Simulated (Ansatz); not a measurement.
Abridged Ansatz (a program for electronic structure) output:

```
Relaxation: its limit of steps is 60 (relax.max_steps)
Pseudopotential: Ta, paw, valence charge 13
Crystal: 1 atoms, lattice volume = 16.201 Å³
Basis set: ecut = 420 eV, 321 PW (Γ), exchange–correlation on 40×40×40 points (8 copies of the dense FFT grid, shifted against one another)
Bands: 11, of which v1, the nominal top of the filled ones, is band 7 counted from 1 (6 counted from 0)
Symmetry: 48 space group operations
k-points: 256 of 8000
Functional: x = slater, c = lda
SCF iter   1: F=—  HF=-9682.571349 eV  |F-HF|=—  |Δ(HF+E_count)|=         —  Δρ=5.79e-3  dr2=4.20e-3  ethr=1.77e-3  ⟨swp⟩=5.9  Hψ=16374  notcnv=0
SCF iter   2: F=—  HF=-9682.569668 eV  |F-HF|=—  |Δ(HF+E_count)|=   1.68e-3  Δρ=2.29e-3  dr2=3.88e-4  ethr=3.23e-5  ⟨swp⟩=1.3  Hψ=5162  notcnv=0
SCF 1 converged in 6 iterations: F = -9682.569615 eV  dr2 = 2.39e-12
relax step   1: F+E_penalty+E_count = -9682.56961514 eV  Δ(F+E_penalty+E_count) = +0.000e0 eV  max|allowed force component| = 0.000e0 eV/Å  Δτ_max = 0.0000 Å  P = +14.985 GPa  Ω = 16.201 Å³  (6 SCF iters, dr2 threshold 1.00e-7 eV, accepted)
[... steps on the carried basis left out ...]
relax step   5: F+E_penalty+E_count = -9682.52006117 eV  Δ(F+E_penalty+E_count) = +1.216e-4 eV  max|allowed force component| = 0.000e0 eV/Å  Δτ_max = 0.0000 Å  P = +22.480 GPa  Ω = 15.776 Å³  stress off target by 1.99e-2 GPa  SCF on the basis re-selected at this cell (its energy is not comparable with the rows above)  (4 SCF iters)
SCF converged after 4 iterations
Free energy (F): -9682.520061 eV
Internal energy: -9682.510078 eV  (E = F + TS)
E sigma→0 (E₀):  -9682.515070 eV
Entropy (-TS):   -0.009983 eV (-9.983 meV/atom)
Fermi energy:    21.266012 eV
--- Forces (eV/Å), atoms counted from 1 ---
  atom   1  Ta    -0.00000000     0.00000000    -0.00000000
--- Stress (GPa, compression-positive) ---
       22.480075       0.000000      -0.000000
        0.000000      22.480075       0.000000
       -0.000000       0.000000      22.480075
  P = ⅓ Tr σ = 22.4801 GPa (224.801 kbar)
--- Relaxed structure (4 steps of the walk, 3 accepted, 1 SCFs on fresh bases) ---
  cell:  # Å, volume = 15.7760 Å³
    - [-1.579957288569615, 1.579957288569615, 1.579957288569615]
    - [1.579957288569615, -1.579957288569615, 1.579957288569615]
    - [1.579957288569615, 1.579957288569615, -1.579957288569615]
  atoms:
    - { symbol: Ta, position: [0.0, 0.0, 0.0] }
```

Question: What was computed, and what are the main results?

Answer: Ta, 1 atom in the cell, with LDA (Ansatz; PAW; 420 eV plane waves; scalar-relativistic without spin-orbit coupling), from a series relaxed to a target (pressure 22.5 GPa). The last SCF converged to F = -9682.520061 eV, or -9682.5201 eV per atom, at a pressure of 22.48 GPa. The total energy compares only with runs of the same code, potentials and settings.

Load acts through the strain it causes; cell and atoms are relaxed under it. No phonon test of stability was made. No other phases were tried under pressure. The final runs are not spin-polarised. The cell was made from Ta in the bcc (W type) structure (space group Im-3m, No. 229) by this change: pressure 22.5 GPa.

Keys are those of Ansatz 0.2.
